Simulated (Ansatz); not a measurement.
Consider the following.

A slab with vacuum along the third vector:

```
CELL_PARAMETERS angstrom
      2.85810     0.00000     0.00000
      0.00000     4.04196     0.00000
      0.00000     0.00000    25.00000
ATOMIC_POSITIONS crystal
  Al 0.50000 0.50000 0.33109
  Al 0.00000 0.00000 0.38348
  Al 0.50000 0.50000 0.44320
  Al 0.00000 0.00000 0.50000
  Al 0.50000 0.50000 0.55680
  Al 0.00000 0.00000 0.61652
  Al 0.50000 0.50000 0.66891
```

Set-up: 7 atoms, 8.6 Å thick at the start (thin: gaps and levels are the slab's own); mesh 13x9x1; 0.1 eV smearing; dipole correction on; all atoms relaxed; held to the start's symmetry, so lower structures may exist; no spin, no spin-orbit, no U.

Problem. Give the surface energy (mean of both faces) at the level PBE in Ansatz (a program for electronic structure).

Solution. 1.01 J/m²

Problem. Predict the work function of the top face from PBE.

Solution. 4.04 eV
